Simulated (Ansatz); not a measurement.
**YGe (model structure, started from the CoSn type, P6/mmm, No. 191, 6 atoms in the cell): properties by level of theory**

```csv
level (code),lattice constant a (Å),lattice parameter c (Å),enthalpy of formation (eV/atom)
PBE (Ansatz),7.045,…,-0.302
PBEsol (Ansatz),6.936,4.070,…
PBE-D3(BJ) (Ansatz),…,…,-0.302
```

Problem. Fill in the missing entries.

Solution. 
- PBE (Ansatz, a program for electronic structure), lattice parameter c (Å): 4.111
- PBEsol (Ansatz), enthalpy of formation (eV/atom): -0.294
- PBE-D3(BJ) (Ansatz), lattice constant a (Å): 7.062
- PBE-D3(BJ) (Ansatz), lattice parameter c (Å): 4.031

Caveats: a distance lies near a switch of the dispersion term, which can move the cell (PBE-D3(BJ)). Ansatz's density-functional and Hartree–Fock values are scalar-relativistic unless marked +SOC, with PAW data made under PBE.

Static lattice: no zero-point or thermal effects.

A model structure was made by putting elements into a prototype or built by hand; it is no filed structure, need not be a known phase, and can be a saddle point held by its symmetry.
